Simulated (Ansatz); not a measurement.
The starting structures come from a database of crystals and need not be the phases stable at ambient conditions.

Tunnelling through a barrier is set by its complex band structure: the current falls as exp(−2κd) with the smallest κ.

```
Cs2Li2O4Si
1.0
    5.55417     0.00000     0.00000
   -2.18103     9.00621     0.00000
   -0.26182     0.55482     5.71541
Cs Li Si O
4 4 2 8
Direct
  0.48070   0.28450   0.15350
  0.51930   0.71550   0.84650
  0.21060   0.01640   0.73320
  0.78940   0.98360   0.26680
  0.69850   0.57940   0.41050
  0.30150   0.42060   0.58950
  0.93400   0.56080   0.81480
  0.06600   0.43920   0.18520
  0.85740   0.29670   0.68350
  0.14260   0.70330   0.31650
  0.64780   0.40010   0.64120
  0.35220   0.59990   0.35880
  0.00470   0.29410   0.44220
  0.99530   0.70590   0.55780
  0.07430   0.38890   0.86010
  0.92570   0.61110   0.13990
  0.73490   0.12820   0.79270
  0.26510   0.87180   0.20730
```

Space group of this cell: P-1. The cell is taken as given.

Transport runs along the normal of the first two printed cell vectors.

The gap is the functional's own. No spin-orbit coupling. Mid-gap values are interpolated on the energy grid.

Task: Give the band gap and the smallest decay constant κ at mid-gap that PBEsol run with Ansatz (a quantum-chemistry and plane-wave program) yields.

Result: Gap 3.93 eV on a 6×4×6 mesh; κ = 0.370 1/Å, at the zone centre.
